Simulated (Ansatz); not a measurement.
Consider interstitial Na in rutile TiO2, charge state +1. The step: several atoms move together, Na the farthest; the atom moves 1.77 Å along (-0.06, -0.38, -0.03) of the unit cell; at the start the Na atom holds a host Ti site and a host atom stands off its site; the moving atom starts with neighbours 2 O at 2.05, O at 2.07, O at 2.35, 2 O at 2.48; Ti at 2.66 Å and ends with 2 O at 2.00, 2 O at 2.17, 2 O at 2.24 Å. DFT values are from Ansatz (plane-wave PAW, 420 eV unless said) in a cell of 72 host sites, spin-restricted, static, with no finite-size correction. The charge state is imposed; whether it is stable for some Fermi level was not computed. Sites that were not tried may lie lower. For the PBE band: the saddle point's order was not checked.

```json
[
 {"Level": "CHGNet universal potential (has no charge state), its own band", "Forward barrier (eV)": "0.70", "Cost of the band or of the saddle's single point": "-"},
 {"Level": "PBE, one k-point at (0.250, 0.250, 0.250), band relaxed", "Forward barrier (eV)": "0.89", "Cost of the band or of the saddle's single point": "very roughly 40 core-minutes"},
 {"Level": "PBE, a 2×2×2 k-point mesh shifted by half a step, same geometries", "Forward barrier (eV)": "0.86", "Cost of the band or of the saddle's single point": "roughly 2.3 core-minutes"},
 {"Level": "r2SCAN at 500 eV, one k-point at (0.250, 0.250, 0.250), same geometries", "Forward barrier (eV)": "…", "Cost of the band or of the saddle's single point": "very roughly 90 core-seconds"}
]
```

Q: Fill in the missing entries.

A: 
- r2SCAN at 500 eV, one k-point at (0.250, 0.250, 0.250), same geometries, Forward barrier (eV): 0.93

Ansatz is a quantum-chemistry and plane-wave program.
